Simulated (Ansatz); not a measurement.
The starting structures come from a database of crystals and need not be the phases stable at ambient conditions.

By PBEsol, the system below comes out a metal.

A figure of merit of an interconnect metal is its ballistic conductance per area.

Input:

```yaml
crystal:
  lattice:
    - [4.21011, 1.04089, 0.00000]
    - [2.69102, 6.97403, 0.00000]
    - [0.00000, 0.00000, 4.31646]
  atoms:
    - { symbol: Sb, position: [0.49995, 0.25000, 0.75000] }
    - { symbol: Sb, position: [0.50005, 0.75000, 0.25000] }
    - { symbol: Sb, position: [0.99994, 0.25001, 0.25000] }
    - { symbol: Sb, position: [0.00006, 0.74999, 0.75000] }
```

Space group of this cell: C2/m. The cell was relaxed by PBE-D3(BJ).

The current flows along the normal of the first two printed cell vectors. No spin-orbit coupling; the value is a mean over 0.1 eV about the Fermi level.

Problem. Compute, with Ansatz (a first-principles code) with PBEsol, the ballistic conductance per area.

Solution. 1.1 × 10¹⁵ S/m² for both spins.
